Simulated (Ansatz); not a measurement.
```xyz
2
Lattice="0.0000 2.2774 2.2774 2.2774 0.0000 2.2774 2.2774 2.2774 0.0000" Properties=species:S:1:pos:R:3 pbc="T T T"
P      1.1387     1.1387     1.1387
B      0.0000     0.0000     0.0000
```

No spin polarisation.

Method: r2SCAN in Ansatz (plane waves to 500 eV, PAW, no spin-orbit coupling). Settings: 12×12×12 k-points, 0.05 eV Fermi–Dirac smearing.

Q: What band gap does the calculation give?

A: 1.43 eV.

Q: Predict the smallest direct gap.

A: 3.58 eV.

Q: What is the computed gap character?

A: Indirect, Γ → Γ–X (83 % along).

Load acts through the strain it causes; cell and atoms are relaxed under it. No phonon test of stability was made. The cell was made from BP in the zinc blende structure (space group F-43m, No. 216) by this change: pressure −2 GPa.

Ansatz is an electronic-structure program.
